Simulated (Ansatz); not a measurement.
Levels about the gap of amorphous Si24O51B2 (77 atoms in a cell of 1150 Å³, 2.18 g/cm³; zone centre alone, so wide bands show as single levels with stretches between that a denser mesh fills), at the geometry that PBE relaxed, where it gives 0.0 GPa on a denser mesh. The participation number counts the atoms over which a state spreads; weights are charges in smoothed Voronoi cells. The levels come from a single point, so bond lengths are those of that geometry. Method of the levels: PBE, scalar-relativistic without spin-orbit coupling (Ansatz, an electronic-structure program). Sampling: the zone centre alone; Fermi-Dirac width 0.02 eV; no spin polarisation. At PBE the levels at the filled edge of the gap are localised (band-tail or defect states), and the nearest spread-out levels lie 5.0 eV apart at the zone centre.

It comes from a melt-quench run on a machine-learned potential (CHGNet), relaxed afterwards by DFT. O atoms were pushed apart under 1.9 Å during the dynamics, to hinder bonds among them. The hot cell started wider than the set density and was brought back towards it in steps. It is the lowest in DFT energy of 2 quenches. It is a model cell: composition and starting density were chosen by hand, and all elements were melted together. No dispersion term was used. Its density started from a set value of 2.18 and ended at 2.18 g/cm³. Cooling (nominally 400 K/ps over its main leg) ran many orders faster than in experiment, which tends to leave more defects and strain. Values belong to this one cell and scatter from quench to quench. The volume was held where the preparation left it, at a PBE pressure of 0.0 GPa. Stress components on the final sampling reach 2.4 GPa.

```
E - E(highest filled), eV  filling  participation number        largest on  weight O  weight Si  weight B
-------------------------  -------  --------------------  ----------------  --------  ---------  --------
-2.69                       filled                  21.5   O, 2 neighbours      0.96       0.03      0.00
-2.64                       filled                  16.3   O, 2 neighbours      0.95       0.04      0.01
-2.56                       filled                   6.8   O, 2 neighbours      0.94       0.04      0.02
-2.54                       filled                   8.2   O, 2 neighbours      0.94       0.05      0.02
-1.49                       filled                   1.8   O, 1 neighbours      0.88       0.12      0.00
-0.05                       filled                   1.4   O, 1 neighbours      0.92       0.08      0.00
0.00                        filled                   1.4   O, 1 neighbours      0.92       0.08      0.00
2.35                         empty                  44.0   O, 3 neighbours      0.67       0.32      0.01
3.44                         empty                  29.0   O, 3 neighbours      0.60       0.39      0.01
3.84                         empty                  30.2  Si, 4 neighbours      0.58       0.41      0.01
4.05                         empty                  32.9  Si, 4 neighbours      0.56       0.40      0.04
4.36                         empty                  39.5   B, 3 neighbours      0.64       0.30      0.06
4.42                         empty                  39.5   O, 2 neighbours      0.68       0.30      0.02
4.50                         empty                  14.3   B, 3 neighbours      0.53       0.24      0.23
```

Most localised among these is the filled level at -0.05 eV, on a O atom, which has 1 neighbours (Si 1.54 Å).
